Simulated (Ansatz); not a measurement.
Band structure of CaGaSiH (P3m1, 4 atoms in the cell).

```xyz
4
Lattice="4.0911 0.0000 0.0000 -2.0455 3.5430 0.0000 0.0000 0.0000 4.7628" Properties=species:S:1:pos:R:3 pbc="T T T"
Ca     0.0000     0.0000     0.0000
Ga     2.0456     1.1810     2.6519
Si     0.0000     2.3620     2.0656
H      2.0456     1.1810     4.4056
```

Level of theory: PBEsol, PAW files made with PBE (plane waves; Ansatz, a first-principles code).

Settings: kpoints.mp_grid.grid = 6 6 5; hamiltonian.xc = pbesol; hamiltonian.pseudopotentials = {kind: paw} (the program's default PAW files); scf.occupations.method = fermi_dirac; scf.occupations.width = 0.02 eV; kpoints.band_path.npoints = 8.

The starting cell comes from a database of computed structures (which also holds hypothetical and non-ambient phases and stackings), without a prior relaxation at this level.

Task: Predict the gap along the standard path and the places of the band edges.

Result: The gap along the path is 0.15 eV, from A to M; the smallest direct gap on it is 1.27 eV.

Levels in eV from the top of the valence band on the path, bands 11 to 17:
```json
[
 {"point": "Γ", "11": "-4.76", "12": "-2.33", "13": "-0.87", "14": "-0.87", "15": "0.98", "16": "2.81", "17": "2.81"},
 {"point": "M", "11": "-7.29", "12": "-3.50", "13": "-2.07", "14": "-1.12", "15": "0.15", "16": "1.32", "17": "2.25"},
 {"point": "K", "11": "-7.52", "12": "-4.40", "13": "-3.02", "14": "-0.99", "15": "0.37", "16": "2.07", "17": "3.22"},
 {"point": "A", "11": "-6.89", "12": "-0.32", "13": "-0.32", "14": "0.00", "15": "1.33", "16": "1.33", "17": "1.37"},
 {"point": "L", "11": "-6.77", "12": "-5.03", "13": "-2.27", "14": "-2.27", "15": "1.04", "16": "2.47", "17": "3.56"},
 {"point": "H", "11": "-7.45", "12": "-4.83", "13": "-3.83", "14": "-2.01", "15": "1.45", "16": "3.49", "17": "3.55"}
]
```

Keys are those of Ansatz 0.2.
